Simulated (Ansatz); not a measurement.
## ZnS (R3m, No. 160, 36 atoms in the cell; start mp-1201781; a measured phase of this formula has another space group)

These are r²SCAN+rVV10 (plane waves, PAW; Ansatz, a quantum-chemistry and plane-wave program) values and carry that method's errors.

Run with plane-wave cutoff 560 eV, 8×8×8 k mesh, Fermi–Dirac smearing 0.01 eV, scalar-relativistic PAW data made under PBE.

Cell (relaxed at this level):

ZnS is modelled in the trigonal space group R3m, hexagonal axes (No. 160), Pearson symbol hR36. Conventional cell: a = 3.795 Å, b = 3.795 Å, c = 167.448 Å, α = 90.00°, β = 90.00°, γ = 120.00°. Zn1 on 3a is surrounded by 4 S at 2.324 Å (tetrahedral). Zn2 on 3a sees 4 S at 2.324 Å (tetrahedral). Zn3 on 3a sees 4 S at 2.324 Å (tetrahedral). Zn4 on 3a has 4 S at 2.326–2.329 Å (tetrahedral). Zn5 on 3a has 4 S at 2.324 Å (tetrahedral). Zn6 on 3a has 4 S at 2.324 Å (tetrahedral). Zn7 on 3a is coordinated by 4 S at 2.324 Å (tetrahedral). Zn8 on 3a has 4 S at 2.324 Å (tetrahedral). 28 further independent sites are not listed. (Neighbours: up to the widest gap in distance over summed covalent radii, below 1.35, at either atom; cation-cation and far metal-metal contacts left out.)
(The calculation used a cell of 36 atoms; values per cell refer to that cell.)

band gap: 2.71 eV (direct)

Static lattice: no zero-point or thermal effects.

Cost on a shared machine: about 70 core-minutes (a rough figure).

A start named mp-… is a Materials Project structure, which need not be a measured phase.
